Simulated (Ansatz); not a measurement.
The starting structures come from a database of crystals and need not be the phases stable at ambient conditions.

By PBEsol, the system below comes out a metal.

A figure of merit of an interconnect metal is its ballistic conductance per area.

Input:

```
CELL_PARAMETERS angstrom
      4.05097     0.00000     0.00000
      0.00000     8.06002     0.00000
      2.02549    -4.03001     4.03001
ATOMIC_POSITIONS crystal
  Sb 0.84874 0.50000 0.30252
  Sb 0.15126 0.50000 0.69748
  Sb 0.34874 0.80252 0.30252
  Sb 0.65126 0.19748 0.69748
```

Space group of this cell: I4/mcm. The cell is taken as given; by PBEsol its mean pressure is -0.7 GPa.

The current flows along the normal of the first two printed cell vectors, the (100) plane of the conventional cell. No spin-orbit coupling; the value is a mean over 0.1 eV about the Fermi level.

Q: Compute, with PBEsol in Ansatz (a quantum-chemistry and plane-wave program), the ballistic conductance per area.

A: 0.47 × 10¹⁵ S/m² for both spins.
